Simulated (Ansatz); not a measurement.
# SnHgF₆ (space group R-3, No. 148; a cell from a computed database, its experimental status unchecked)

```
SnHgF6
1.0
    2.69682     1.55701     5.00733
   -2.69682     1.55701     5.00733
    0.00000    -3.11402     5.00733
Sn Hg F
1 1 6
Direct
  0.00000   0.00000   0.00000
  0.50000   0.50000   0.50000
  0.08747   0.37091   0.77141
  0.91253   0.62909   0.22859
  0.77141   0.08747   0.37091
  0.22859   0.91253   0.62909
  0.37091   0.77141   0.08747
  0.62909   0.22859   0.91253
```

Calculations: PBEsol/PAW in Ansatz (a quantum-chemistry and plane-wave program), no spin-orbit coupling. Γ-centred 8×8×8 mesh, Fermi–Dirac width 0.05 eV.

```yaml
volume_per_atom: 15.77 Å³
density: 5.70 g/cm³
band_gap: 2.42 eV, direct at Γ
electron_mass: 0.47 mₑ along c, 0.55 mₑ across
Lowest conduction-band minima above the VBM: Γ 2.42 eV
total_energy: -3052.532 eV/atom (σ→0; compares only within this code and set-up)
```

With Hg present, leaving out spin-orbit coupling can change the band edges. Effective masses come from finite differences of ±0.01 Å⁻¹. Whether these cells are dynamically stable was not tested.
